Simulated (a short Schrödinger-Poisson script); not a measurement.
Structure: MOS inversion layer, SiO2 on p-type Si(111), at 300 K.

```csv
layer,material,thickness (nm),Na (cm⁻³)
1,SiO2,2.6,-
2,Si,200,4.8e18
```

The device is made up for the run: typed textbook-type constants, with dimensions and the other settings drawn at random. SiO2: permittivity 3.9, conduction-band edge (eV) 3.15, gap (eV) 9, electron mass (mₑ) 0.5. Si: permittivity 11.7, conduction-band edge (eV) 0, gap (eV) 1.124, Nv at 300 K (cm⁻³) 3.1e19.

Channel valleys (confinement mass, in-plane density-of-states mass, number): Δ6 0.258, 0.358, 6. At the gate the conduction-band edge of layer 1 lies 3.2 eV − eVg above the Fermi level of the channel; the field vanishes at the back. Gaps are held at their typed values at every temperature. Mesh 0.03 nm at interfaces.

Solved with a short Schrödinger-Poisson script written for these runs: 1D Poisson equation in equilibrium, electrons quantum, Hartree (BenDaniel-Duke, 12 states a valley, the channel's in-plane mass for all, wave functions free to enter the dielectric), parabolic valleys, classical holes, full ionisation, no traps, pinning or gate leakage.

The same stack at other levels of the model or other numerical settings:

```csv
run,sheet density of all electrons at Vg = 2.5 V (cm⁻²),sheet density of all electrons at Vg = 1.3 V (cm⁻²),capacitance at Vg = 2.5 V (μF/cm²),centroid of the channel electrons at Vg = 2.5 V (nm),rough cost against the base
base,8.43e12,3.01e11,1.18,1.19,about 1
"electrons treated as classical, Boltzmann",1.12e13,1.87e12,1.29,…,0.04
"electrons treated as classical, Fermi-Dirac",1.05e13,1.75e12,…,0.31,0.2
mesh six times as coarse,8.36e12,…,1.18,1.21,0.3
one subband a valley,8.43e12,3.01e11,1.18,1.19,0.6
```

Fill in the missing entries.


- mesh six times as coarse, sheet density of all electrons at Vg = 1.3 V (cm⁻²): 2.80e11
- electrons treated as classical, Boltzmann, centroid of the channel electrons at Vg = 2.5 V (nm): 0.17
- electrons treated as classical, Fermi-Dirac, capacitance at Vg = 2.5 V (μF/cm²): 1.23

The classical rows ignore confinement, and Boltzmann statistics overrate the density once the band edge passes the Fermi level.
